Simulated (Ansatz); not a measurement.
A periodic model of amorphous Bi₈In₁₆O₃₆:

```xyz
60
Lattice="9.7641 0.0000 0.0000 0.0000 9.7641 0.0000 0.0000 0.0000 9.7641" Properties=species:S:1:pos:R:3 pbc="T T T"
Bi     8.5313     3.8976     6.7588
Bi     0.4480     8.5193     5.5121
Bi     7.0045     9.3576     7.1377
Bi     2.3890     4.3792     7.4507
Bi     3.8609     1.9851     1.1162
Bi     5.6088     8.2268     0.6476
Bi     1.7510     2.4929     4.0603
Bi     0.4696     3.1622     0.6211
In     3.2357     7.5393     7.9862
In     7.3361     5.3104     1.1888
In     2.2683     8.6075     2.0155
In     7.0583     2.0592     9.2271
In     3.1025     5.4652     1.1910
In     5.6936     0.0862     3.7356
In     0.3978     5.4357     3.2313
In     6.1086     5.5967     8.0445
In     7.6634     2.5896     3.1129
In     5.4335     3.1827     5.3264
In     7.1422     6.5192     4.4361
In     9.5755     6.9225     9.2834
In     0.8159     0.2618     8.6607
In     8.9192     8.7860     2.3364
In     3.2940     0.5724     6.4239
In     3.9430     6.7169     4.5967
O      2.9549     8.1216     5.8217
O      7.7112     8.6188     5.3307
O      5.7213     7.7768     8.1329
O      3.3719     7.4778     0.4425
O      8.1791     5.3408     8.9569
O      1.1380     0.7494     6.3268
O      5.4124     5.7007     0.4321
O      4.0687     5.6815     7.2038
O      5.3102     5.1845     4.6292
O      5.5554     7.7280     3.5435
O      3.5239     2.6971     6.0487
O      1.0372     4.3424     4.9026
O      0.7602     5.5348     1.1542
O      9.1107     1.8367     8.7426
O      3.8998     0.1244     2.3616
O      2.7745     3.5545     2.4052
O      1.8084     1.3782     0.6171
O      2.5225     6.6112     3.0214
O      7.6357     3.1938     1.0609
O      5.5128     2.2322     3.3919
O      2.9673     3.9471     9.4631
O      5.2992     0.3912     5.8183
O      0.5792     8.6177     0.6974
O      6.5013     3.4337     7.6502
O      7.5296     5.7361     6.3546
O      7.9189     4.9012     3.1593
O      7.4732     0.4560     2.6023
O      1.4613     6.3347     8.0124
O      5.6620     0.6251     9.5141
O      0.0289     2.7615     2.7467
O      9.1565     7.1782     3.7651
O      0.9025     9.4489     3.4918
O      7.5548     2.7199     5.2534
O      2.9031     9.5838     8.3331
O      7.7879     7.4612     1.0166
O      9.2018     8.5530     7.8794
```

Method: PBE, scalar-relativistic without spin-orbit coupling (plane waves to 420 eV, PAW; Ansatz, a program for electronic structure).

Preparation: random packing, a CHGNet melt and quench, and a DFT relaxation. O atoms were pushed apart under 1.9 Å during the dynamics, to hinder bonds among them. The hot cell started wider than the set density and was brought back towards it in steps. It is the lowest in DFT energy of 2 quenches. It is a model cell: composition and starting density were chosen by hand, and all elements were melted together. No dispersion term was used. Its density started from a set value of 7.61 and ended at 7.29 g/cm³. The simulated quench (nominally 230 K/ps over its main leg) is rapid and tends to freeze in more defects than a deposited or slowly cooled glass has. A cell of this size samples the disorder only roughly. The volume was free in the relaxation, at fixed shape. Stress components on the final sampling reach 1.1 GPa.

Bonds are counted up to Bi-Bi 3.26 Å, Bi-In 3.19 Å, Bi-O 2.76 Å, In-In 3.12 Å, In-O 2.62 Å, O-O 1.58 Å. Two cations that share two anions don't count as bonded, nor two that share one unless they lie closer than Bi-Bi 3.17 Å, Bi-In 3.10 Å, In-In 3.04 Å.

Task: Give the coordination numbers, mean bond lengths and angles.

Result: 
```
Quantity                                                           Value
---------------------------------  -------------------------------------
Mean coordination of Bi by anions    4.62 (4 with 4, 3 with 5, 1 with 6)
Mean coordination of In by anions    5.31 (2 with 4, 7 with 5, 7 with 6)
Mean coordination of O             3.39 (1 with 2, 20 with 3, 15 with 4)
Mean In-O bond                      2.199 Å (spread 0.102 Å, 85 counted)
Mean Bi-O bond                      2.349 Å (spread 0.170 Å, 37 counted)
Bond angle at Bi                               mean 101.2°, spread 29.3°
Bond angle at In                               mean 105.4°, spread 28.0°
Bond angle at O                                mean 110.4°, spread 14.6°
```

Task: List the pairs of like atoms that count as bonded by the rules above.

Result: There are none by these rules.
